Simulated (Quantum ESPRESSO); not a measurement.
## Short convergence ladders for ReTc (P3m1, 2 atoms in the cell)

```yaml
crystal:
  lattice:
    - [2.74105, 0.00000, 0.00000]
    - [-1.37053, 2.37382, 0.00000]
    - [0.00000, 0.00000, 4.42695]
  atoms:
    - { symbol: Tc, position: [0.66667, 0.33333, 0.01129] }
    - { symbol: Re, position: [0.00000, 0.00000, 0.50000] }
```

Base method: PBEsol, GBRV 1.5 ultrasoft (PBESOL) pseudopotentials (plane waves; Quantum ESPRESSO).

Base settings: ecutwfc = 40 Ry; ecutrho = 320 Ry; occupations = smearing; smearing = fd; degauss = 0.0073499 Ry; potentials = {Tc: tc_pbesol_v1.uspp.F.UPF, Re: re_pbesol_v1.2.uspp.F.UPF}; K_POINTS = automatic 8 8 5 0 0 0; conv_thr = 1e-10 Ry; mixing_beta = 0.4.

The count of work is k-points × plane waves × bands × iterations; it is no time. Core times come from one kind of shared machine, to one figure; runs under 30 s give none.

**Shifted k-point meshes**

Only quantities that move along the ladder and can be compared are tabulated.

| K_POINTS | free energy less the last step's (meV/atom) | pressure (GPa) | largest difference of a force vector from the last step's (eV/Å) | count of work / last | core time / last (rough) |
|---|---|---|---|---|---|
| automatic 2 2 2 1 1 1 | -58.23 | 0.69 | 0.356 | 0.0048 | – |
| automatic 4 4 2 1 1 1 | -1.05 | -2.71 | 0.204 | 0.019 | – |
| automatic 5 5 3 1 1 1 | 29.50 | -1.96 | 0.215 | 0.042 | – |
| automatic 7 7 4 1 1 1 | 3.15 | -2.92 | 0.055 | 0.098 | – |
| automatic 9 9 5 1 1 1 | 2.48 | -2.95 | 0.059 | 0.20 | 0.3 |
| automatic 11 11 6 1 1 1 | -3.32 | -3.01 | 0.021 | 0.32 | 0.3 |
| automatic 16 16 9 1 1 1 | 0.00 | -3.06 | 0.000 | 1.0 | 1 |

Coarsest K_POINTS that holds the pressure within 1 GPa of the last step, with all finer ones: automatic 7 7 4 1 1 1, at 0.098 of the last step's count of work; the step before is off by 1.1 GPa.

Coarsest K_POINTS that holds the free energy within 5 meV/atom: not settled: the last two steps still differ by 3.3 meV/atom, over half the tolerance, so the ladder does not show it.

Coarsest K_POINTS that holds the forces within 0.01 eV/Å: not settled: the last two steps still differ by 0.021 eV/Å, over half the tolerance, so the ladder does not show it.

**The width of Fermi-Dirac smearing**

In this ladder: K_POINTS = automatic 13 13 8 0 0 0.

Narrow widths need finer meshes than wide ones, so the last steps can hold mesh noise.

Only quantities that move along the ladder and can be compared are tabulated; pressure and forces are left out, as mesh noise rules them at narrow widths.

| degauss | free energy less the last step's (meV/atom) | energy extrapolated to zero width less the last step's (meV/atom) |
|---|---|---|
| 0.073499 Ry | -1544.55 | -17.08 |
| 0.036749 Ry | -371.74 | 6.51 |
| 0.02205 Ry | -121.32 | 4.11 |
| 0.0073499 Ry | 0.00 | 0.00 |

Widest degauss that holds the energy extrapolated to zero width within 2 meV/atom: not settled: the last two steps still differ by 4.1 meV/atom, over half the tolerance, so the ladder does not show it.

Widest degauss that holds the free energy within 5 meV/atom: not settled: the last two steps still differ by 120 meV/atom, over half the tolerance, so the ladder does not show it.

The extrapolation to zero width removes most of the smearing's effect on the energy.

**The number of bands**

The mesh stays at the base's, so the ladder's end is converged at best in this setting alone.

Only quantities that move along the ladder and can be compared are tabulated.

```tsv
nbnd	free energy less the last step's (meV/atom)	pressure (GPa)	largest difference of a force vector from the last step's (eV/Å)	count of work / last
16	5.66	-2.89	0.111	0.56
17	0.83	-3.04	0.011	0.43
19	0.00	-3.01	0.000	0.44
25	0.00	-3.02	0.000	0.53
47	0.00	-3.02	0.000	1.0
```

Coarsest nbnd that holds the forces within 0.005 eV/Å of the last step, with all finer ones: 19, at 0.44 of the last step's count of work; the step before is off by 0.011 eV/Å.

Coarsest nbnd that holds the free energy within 5 meV/atom of the last step, with all finer ones: 17, at 0.43 of the last step's count of work; the step before is off by 5.7 meV/atom.

Coarsest nbnd that holds the pressure within 0.1 GPa of the last step, with all finer ones: 17, at 0.43 of the last step's count of work; the step before is off by 0.13 GPa.

On the base run: the starting cell comes from a database of computed structures (which also holds hypothetical and non-ambient phases and stackings), without a prior relaxation at this level. Its lattice was rescaled by up to half a per cent. One atom was moved a little off its site on purpose. Spin polarisation is off. In the base run, with a pressure of about -3 GPa the cell is away from its equilibrium volume at this level.

Left out of this page: 2 runs of the series outside the window shown, repeating another row's setting, or not comparable; 1 run of the series failed or unconverged.
